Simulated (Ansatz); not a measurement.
Start from Ru in the hcp (Mg type) structure (space group P6_3/mmc, No. 194).

```yaml
crystal:
  lattice:
    - [2.70456, 0.00000, 0.00000]
    - [-1.35228, 2.34222, 0.00000]
    - [0.00000, 0.00000, 4.26009]
  atoms:
    - { symbol: Ru, position: [0.33333, 0.66667, 0.75000] }
    - { symbol: Ru, position: [0.66667, 0.33333, 0.25000] }
```

Calculations: r2SCAN in Ansatz (plane waves to 500 eV, PAW, no SOC).

Before the change:

```
Quantity    Value
--------  -------
Pressure  0.0 GPa
Band gap     zero
```

Perturbation: the cell is scaled by 1.0549 in all directions, atoms relaxed at fixed cell.

Question: Estimate the effect on the energy relative to the base, pressure and band gap.

Answer: The energy rises by 0.315 eV/atom; the pressure (mean of the normal stresses, compression positive) goes from zero to -36.6 GPa; the band gap stays zero.

The cells carry an imposed strain or load. Whether these cells are dynamically stable was not tested. The final runs are not spin-polarised.

Ansatz is a program for electronic structure.
